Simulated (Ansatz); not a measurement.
The reference is SiC (space group P6_3mc, No. 186; a = 3.078 Å, c = 10.076 Å).

The values are results of PBEsol/PAW in Ansatz (a first-principles code), no spin-orbit coupling, not measurements.

Strains are applied to the cell and any free atomic positions relax.

One change was made to it. Results:

The pressure (mean of the normal stresses, compression positive) increases by 5.24 GPa (-0.01 GPa → 5.23 GPa); the mean gap deformation potential ΔEg/Δln V comes out as -0.2 eV; the width of the top valence band increases by 0.03 eV (2.47 eV → 2.50 eV).

Problem. Which of these changes matches the shifts?
A) isotropic strain −3.00 %
B) isotropic strain −0.75 %
C) isotropic strain −1.50 %
D) isotropic strain −2.25 %

Solution. B, isotropic strain −0.75 %. For comparison, the pressure in the other runs: isotropic strain −1.50 % gives 10.99 GPa; isotropic strain −3.00 % gives 24.20 GPa; isotropic strain −2.25 % gives 17.29 GPa.

No phonon test of stability was made.
